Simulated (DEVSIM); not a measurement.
System: Si n-i-p diode, at 300 K.

Layer 1 from the left is Si, thickness (μm) 0.760, Nd (cm⁻³) 1.6e17, τn (s) 7.3e-5, τp (s) 0.00022. Layer 2 from the left is Si, thickness (μm) 0.550, Na (cm⁻³) 1.2e12, τn (s) 7.3e-5, τp (s) 7.3e-5. Layer 3 from the left is Si, thickness (μm) 1.20, Na (cm⁻³) 3.1e17, τn (s) 7.3e-5, τp (s) 7.3e-5.

Left contact: ohmic. Right contact: ohmic. Voltage is applied to the left contact. Recombination: SRH at mid-gap, radiative, Auger. Mobility is μmin + (μ − μmin)/(1 + (N/Nref)^α).

The device is made up for the run: typed textbook-type constants, with dimensions and the other settings drawn at random. Values at 300 K.

Si: gap (eV) 1.124, affinity (eV) 4.05, permittivity 11.7, Nc (cm⁻³) 2.86e19, Nv (cm⁻³) 3.1e19, μn (cm²/Vs) 1417, μp (cm²/Vs) 470, μn,min 52, μp,min 45, Nref,n 9.7e16, Nref,p 2.2e17, αn 0.68, αp 0.72, B (cm³/s) 4.7e-15, Cn (cm⁶/s) 2.8e-31, Cp (cm⁶/s) 9.9e-32.

Simulated with DEVSIM: 1D drift-diffusion, Boltzmann statistics, complete ionisation; no tunnelling, impact ionisation, image-force lowering or self-heating.

Problem. What does the simulation give for the dark forward voltage at 1 A/cm², the dark forward voltage at 100 A/cm², the potential step across the device at zero bias?

Solution. dark forward voltage at 1 A/cm² 0.641 V; dark forward voltage at 100 A/cm² 0.762 V; potential step across the device at zero bias 0.871 V.
